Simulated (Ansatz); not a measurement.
How far PBE and PBEsol part for ZnS, pressure 4.2 GPa

Consider ZnS in the wurtzite structure (space group P6_3mc, No. 186; a = 3.8451 Å, c = 6.3057 Å).

(Cell as relaxed with PBE.)

Levels (all Ansatz, a first-principles code, PAW, earlier PAW set): PBE (420 eV, spin-orbit coupling left out); PBEsol (420 eV, without spin-orbit coupling).

Each level relaxes its own structure.

| base | PBE | PBEsol |
|---|---|---|
| volume per atom | 20.19 Å³ | 19.23 Å³ |
| lattice parameter a | 3.845 Å | 3.782 Å |
| band gap | 2.07 eV | 2.15 eV |

One thing is altered: cell and atoms relaxed at a pressure of 4.2 GPa.

```tsv
quantity	PBE	PBEsol
band gap	2.31 eV	2.36 eV
shortest interatomic distance	2.315 Å	2.283 Å
shift of the gap caused by the change	+0.24 eV	+0.21 eV
```

PBE's band gap lies 0.05 eV below PBEsol's; PBE's shortest interatomic distance lies 0.0326 Å above PBEsol's (1.4 %); PBE's shift of the gap caused by the change lies 0.03 eV above PBEsol's. Neither level is exact; PBEsol is the comparison here, not a measurement.

Load acts through the strain it causes; cell and atoms are relaxed under it. Whether these cells are dynamically stable was not tested. Tetrahedral semiconductors of this kind turn to denser phases somewhere between about 1 and 50 GPa; those were not computed, so compressed cells here can lie past the real transition.
